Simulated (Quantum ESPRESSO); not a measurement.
Quantum ESPRESSO run on SrMg (P1, 6 atoms in the cell): self-consistent single point.

Method: PBEsol, GBRV 1.5 ultrasoft (PBESOL) pseudopotentials (plane waves; Quantum ESPRESSO).

The change in words: atoms moved at random. Reference geometry:
```
CELL_PARAMETERS angstrom
      4.27251     0.00000     0.00000
     -2.13625     3.70010     0.00000
      0.00000     0.00000    16.39140
ATOMIC_POSITIONS crystal
  Sr 0.00000 0.00000 0.98261
  Sr 0.66667 0.33333 0.53224
  Sr 0.00000 0.00000 0.31727
  Mg 0.66667 0.33333 0.81771
  Mg 0.00000 0.00000 0.69930
  Mg 0.66667 0.33333 0.15087
```

Reference input (self-consistent single point, DFT, PBEsol, plane waves, GBRV 1.5 ultrasoft (PBESOL) pseudopotentials): ecutwfc = 40 Ry; ecutrho = 200 Ry; occupations = smearing; smearing = fermi-dirac; degauss = 0.0073499 Ry; potentials = {Sr: sr_pbesol_v1.uspp.F.UPF, Mg: mg_pbesol_v1.4.uspp.F.UPF}; K_POINTS = automatic 6 6 2 0 0 0; conv_thr = 1e-10 Ry. This run's input differs from it in these lines:

```diff
@@ -25,8 +25,8 @@
 ATOMIC_POSITIONS crystal
-Sr    0.00000000    0.00000000    0.98261000
-Sr    0.66666667    0.33333333    0.53224000
-Sr    0.00000000    0.00000000    0.31727000
-Mg    0.66666667    0.33333333    0.81771000
-Mg    0.00000000    0.00000000    0.69930000
-Mg    0.66666667    0.33333333    0.15087000
+Sr   -0.01142000   -0.00333000    0.98049000
+Sr    0.66893100    0.34984000    0.53364100
+Sr    0.00531800    0.01220800    0.31892700
+Mg    0.66175700    0.32366100    0.81685800
+Mg    0.01141500    0.00551000    0.69870000
+Mg    0.66400100    0.31210900    0.15138300
 K_POINTS automatic
@@ -34,4 +34,4 @@
 CELL_PARAMETERS angstrom
-   4.27250881     0.00000000     0.00000000
-  -2.13625440     3.70010117     0.00000000
+   4.27250900     0.00000000     0.00000000
+  -2.13625500     3.70010100     0.00000000
    0.00000000     0.00000000    16.39140000
```

Log, with long lists cut:

```
     Self-consistent Calculation

     iteration #  1     ecut=    40.00 Ry     beta= 0.70

     negative rho (up, down):  1.913E-01 0.000E+00

     total energy              =    -578.41289175 Ry
     estimated scf accuracy    <       8.68303182 Ry

     iteration #  2     ecut=    40.00 Ry     beta= 0.70

     negative rho (up, down):  1.871E-01 0.000E+00

     total energy              =    -551.36289715 Ry
     estimated scf accuracy    <     511.69027685 Ry

     iteration #  3     ecut=    40.00 Ry     beta= 0.70

     negative rho (up, down):  1.902E-01 0.000E+00

     total energy              =    -584.22660707 Ry
     estimated scf accuracy    <      25.59884878 Ry

   [... 15 blocks of this kind left out ...]

     iteration # 19     ecut=    40.00 Ry     beta= 0.70

     negative rho (up, down):  1.979E-01 0.000E+00

     total energy              =    -585.46229560 Ry
     estimated scf accuracy    <          7.1E-10 Ry

     iteration # 20     ecut=    40.00 Ry     beta= 0.70

     negative rho (up, down):  1.979E-01 0.000E+00
     End of self-consistent calculation

     the Fermi energy is     4.2384 ev

!    total energy              =    -585.46229560 Ry
     estimated scf accuracy    <          1.9E-11 Ry
     smearing contrib. (-TS)   =      -0.01467322 Ry
     internal energy E=F+TS    =    -585.44762238 Ry

     convergence has been achieved in  20 iterations

     negative rho (up, down):  1.979E-01 0.000E+00

     Forces acting on atoms (cartesian axes, Ry/au):

     atom    1 type  1   force =     0.00201855   -0.00144693    0.00451511
     atom    2 type  1   force =     0.00113847   -0.00080508    0.00276498
     atom    3 type  1   force =     0.00059932   -0.00172641   -0.00501829
     atom    4 type  2   force =     0.00037323    0.00197539   -0.00100957
     atom    5 type  2   force =    -0.00217272   -0.00084706   -0.00015531
   [... lines left out ...]
     Total force =     0.009399     Total SCF correction =     0.000016
   [... lines left out ...]

     negative rho (up, down):  1.979E-01 0.000E+00
          total   stress  (Ry/bohr**3)                   (kbar)     P=      -14.35
  -0.00010215  -0.00000026   0.00000086          -15.03       -0.04        0.13
  -0.00000026  -0.00011686   0.00000111           -0.04      -17.19        0.16
   0.00000086   0.00000111  -0.00007370            0.13        0.16      -10.84

   JOB DONE.
```

The run converged in 20 iterations. Against the reference run the free energy goes up by 2.2 meV/atom, the pressure moves little (-1.46 to -1.44 GPa) and the largest force goes from 0.116 to 0.137 eV/Å. The full log also holds: “c_bands:  1 eigenvalues not converged”.

The starting cell comes from a database of computed structures (which also holds hypothetical and non-ambient phases and stackings), without a prior relaxation at this level. Its lattice was rescaled by a random factor within 2.5 % of one. For this run, on top of that: atoms moved at random.

Cost on one core of a shared machine: roughly 7 min.
